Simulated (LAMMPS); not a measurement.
An MD run on a melt of Cu (fcc) with 75 % of Cu sites Pt, 2048 atoms, cooled from 2620 K to 300 K at 1e+12 K/s, at zero pressure.

Model: classical MD, pair style eam, the elements' _u3.eam files (universal-3 set of Foiles, Baskes and Daw), run in LAMMPS.

Question: Give g(r) against r (Å) as the simulation yields it.

Answer: State found: glass.
```tsv
r (Å)	g(r), Cu-Pt	g(r), Pt-Pt	g(r), Cu-Cu
2.140	0.000	0.000	0.000
2.180	0.000	0.000	0.006
2.220	0.008	0.000	0.016
2.260	0.032	0.000	0.135
2.300	0.177	0.002	0.350
2.340	0.472	0.009	0.725
2.380	1.20	0.043	1.28
2.420	2.26	0.135	1.75
2.460	3.52	0.375	2.34
2.500	4.59	0.774	2.58
2.540	5.17	1.50	2.62
2.580	5.32	2.29	2.52
2.620	5.13	3.15	2.16
2.660	4.48	3.81	1.82
2.700	3.86	4.18	1.61
2.740	3.15	4.23	1.31
2.780	2.55	4.02	1.10
2.820	2.01	3.64	0.918
2.860	1.60	3.13	0.838
2.900	1.33	2.68	0.708
2.940	1.03	2.23	0.600
2.980	0.879	1.82	0.515
3.020	0.724	1.50	0.363
3.060	0.606	1.21	0.387
3.100	0.508	1.04	0.399
3.140	0.466	0.834	0.290
3.180	0.383	0.709	0.269
3.220	0.358	0.605	0.321
3.260	0.339	0.533	0.279
3.300	0.312	0.492	0.359
3.340	0.315	0.407	0.339
3.380	0.309	0.366	0.377
3.420	0.288	0.346	0.357
3.460	0.317	0.344	0.347
3.500	0.296	0.315	0.365
3.540	0.332	0.320	0.403
3.580	0.309	0.306	0.409
3.620	0.318	0.309	0.414
3.660	0.354	0.328	0.440
3.700	0.346	0.315	0.518
3.740	0.372	0.340	0.509
3.780	0.395	0.352	0.555
3.820	0.394	0.370	0.654
3.860	0.418	0.387	0.669
3.900	0.443	0.411	0.661
3.940	0.493	0.450	0.806
3.980	0.530	0.470	0.892
4.020	0.596	0.511	1.08
4.060	0.607	0.561	1.08
4.100	0.694	0.579	1.24
4.140	0.778	0.645	1.37
4.180	0.861	0.722	1.37
4.220	0.954	0.796	1.54
4.260	1.06	0.849	1.62
4.300	1.13	0.934	1.59
4.340	1.21	1.02	1.52
4.380	1.28	1.11	1.57
4.420	1.36	1.19	1.63
4.460	1.36	1.25	1.54
4.500	1.39	1.32	1.54
4.540	1.41	1.39	1.46
4.580	1.39	1.40	1.42
4.620	1.41	1.45	1.39
4.660	1.39	1.47	1.36
4.700	1.38	1.45	1.38
4.740	1.35	1.44	1.36
4.780	1.34	1.44	1.29
4.820	1.29	1.43	1.30
4.860	1.29	1.38	1.29
4.900	1.27	1.35	1.28
4.940	1.27	1.33	1.24
4.980	1.27	1.32	1.32
5.020	1.27	1.28	1.38
5.060	1.31	1.28	1.30
5.100	1.30	1.30	1.30
5.140	1.30	1.27	1.23
5.180	1.30	1.28	1.19
5.220	1.32	1.28	1.19
5.260	1.30	1.28	1.08
5.300	1.25	1.24	1.00
5.340	1.21	1.23	0.904
5.380	1.15	1.22	0.854
5.420	1.07	1.18	0.772
5.460	0.991	1.10	0.720
5.500	0.939	1.07	0.644
5.540	0.868	1.02	0.611
5.580	0.812	0.971	0.584
5.620	0.749	0.907	0.559
5.660	0.698	0.827	0.504
5.700	0.653	0.779	0.549
5.740	0.629	0.732	0.545
5.780	0.619	0.699	0.532
5.820	0.585	0.650	0.542
5.860	0.600	0.625	0.559
5.900	0.581	0.606	0.572
5.940	0.577	0.593	0.630
5.980	0.594	0.571	0.626
6.020	0.603	0.569	0.628
6.060	0.627	0.567	0.665
6.100	0.664	0.599	0.754
6.140	0.694	0.607	0.756
6.180	0.742	0.634	0.774
6.220	0.779	0.662	0.863
```
